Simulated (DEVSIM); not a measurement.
Structure: abrupt Si p-n junction, at 300 K.

| layer (left to right) | material | thickness (μm) | Nd (cm⁻³) | Na (cm⁻³) | τn (s) | τp (s) |
|---|---|---|---|---|---|---|
| 1 | Si | 3.00 | - | 2.1e17 | 0.00065 | 0.00065 |
| 2 | Si | 9.40 | 1e15 | - | 0.00065 | 0.00065 |

Left contact: ohmic. Right contact: ohmic. Voltage is applied to the left contact. Recombination: SRH at mid-gap, Auger. Mobility is constant in doping.

The device is made up for the run: typed textbook-type constants, with dimensions and the other settings drawn at random. Values at 300 K.

```tsv
parameter	Si
gap (eV)	1.124
affinity (eV)	4.05
permittivity	11.7
Nc (cm⁻³)	2.86e19
Nv (cm⁻³)	3.1e19
μn (cm²/Vs)	1417
μp (cm²/Vs)	470
Cn (cm⁶/s)	2.8e-31
Cp (cm⁶/s)	9.9e-32
```

DEVSIM, 1D drift-diffusion, Boltzmann statistics, complete ionisation; no tunnelling, impact ionisation, image-force lowering or self-heating.

Task: Tabulate band edges, carrier densities and field at -2.0 V on the left contact.

Result: Energies count from the Fermi level of the right contact; mesh points crowd at the junctions.

```
x (μm)   Ec (eV)  Ev (eV)  n (cm⁻³)  p (cm⁻³)  field (V/cm)
-------  -------  -------  --------  --------  ------------
0.000      2.995    1.871       550    2.1e17           ≈ 0
0.03008    2.995    1.871       550    2.1e17           ≈ 0
0.1022     2.995    1.871       530    2.1e17           ≈ 0
0.2583     2.995    1.871       510    2.1e17           ≈ 0
0.8115     2.995    1.871       400    2.1e17           ≈ 0
1.777      2.995    1.871       220    2.1e17           ≈ 0
2.466      2.995    1.871     < 1e2    2.1e17           ≈ 0
2.836      2.995    1.871     < 1e2    2.1e17           ≈ 0
2.943      2.995    1.871     < 1e2    2.1e17          -100
2.988      2.982    1.858     < 1e2    1.3e17        -13000
3.012      2.917    1.792     < 1e2    1.0e16        -30000
3.084      2.713    1.589     < 1e2    3.9e12        -27000
3.220      2.356    1.232     < 1e2   3900000        -25000
3.549      1.609    0.485     < 1e2       260        -20000
4.691      0.310   -0.814    1.8e14      1100         -2700
6.840      0.265   -0.859    1.0e15     31000           ≈ 0
9.855      0.265   -0.859    1.0e15     77000           ≈ 0
11.28      0.265   -0.859    1.0e15     99000           ≈ 0
12.04      0.265   -0.859    1.0e15    110000           ≈ 0
12.26      0.265   -0.859    1.0e15    110000           ≈ 0
12.35      0.265   -0.859    1.0e15    120000           ≈ 0
12.40      0.265   -0.859    1.0e15    120000           ≈ 0
```
